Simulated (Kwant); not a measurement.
Device: In0.53Ga0.47As/In0.52Al0.48As stack with 1 barrier. One parabolic valley. Leads of mass 0.041 mₑ with the band edge at 0; grid 0.1 nm; bias swept from 0.0208 to 0.44254 V, dropping linearly over the stack. Emitter Fermi level 0.037 eV, 77 K, equal in the collector.

```tsv
layer	thickness (nm)	band offset (eV)	mass (mₑ)
1	2.4	0.52	0.075
```

The device is made up for the run: typed textbook-type constants, with dimensions and the other settings drawn at random.

Kwant, one-band effective-mass tight-binding model in one dimension, coherent, no space charge, current by the Tsu-Esaki formula.

```csv
bias (V),A,B,C,D,E
0.02080,3900,1460,550,10500,28300
0.05595,6640,2530,967,17400,45800
0.09109,8060,3140,1220,20700,52600
0.1262,9290,3680,1460,23300,57500
0.1614,10400,4210,1700,25500,61300
0.1965,11500,4740,1950,27600,64400
0.2317,12500,5280,2220,29500,67100
0.2668,13600,5850,2500,31300,69400
0.3020,14700,6440,2810,33000,71500
0.3371,15800,7060,3150,34700,73400
0.3723,16900,7730,3520,36400,75200
0.4074,18100,8450,3930,38100,76900
0.4425,19300,9220,4390,39800,78600
```

Column A is the base. The others each differ by one change: thickness of the first barrier 2.4 → 1.4 nm; thickness of the first barrier 2.4 → 1.9 nm; thickness of the first barrier 2.4 → 2.9 nm; thickness of the first barrier 2.4 → 3.4 nm. Which is which?

B: thickness of the first barrier 2.4 → 2.9 nm; C: thickness of the first barrier 2.4 → 3.4 nm; D: thickness of the first barrier 2.4 → 1.9 nm; E: thickness of the first barrier 2.4 → 1.4 nm.
